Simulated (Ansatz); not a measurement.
Consider WGe in the rock salt structure (space group Fm-3m, No. 225; a = 5.098 Å; a hypothetical phase, not in the database extracts checked).

It is then changed as follows: C takes the place of Ge on all its sites, then cell and atoms are relaxed.

Levels (all Ansatz, a program for electronic structure, PAW, earlier PAW set): PBEsol (420 eV, spin-orbit coupling left out); r2SCAN (500 eV, no spin-orbit coupling).

The geometry is relaxed with PBEsol.

```
Quantity           Value
---------------  -------
PBEsol pressure  0.0 GPa
```

**Question.** How does going to r2SCAN change the pressure?

**Answer.** The pressure goes from zero to 5.4 GPa.

Single points use the geometry relaxed with PBEsol. Their cutoffs differ, which shifts pressures a little. No phonon test of stability was made. For WC in this form, whether it has been made was not checked. The final runs are not spin-polarised. WGe has a high density of states at the Fermi level and may be magnetic at this level.
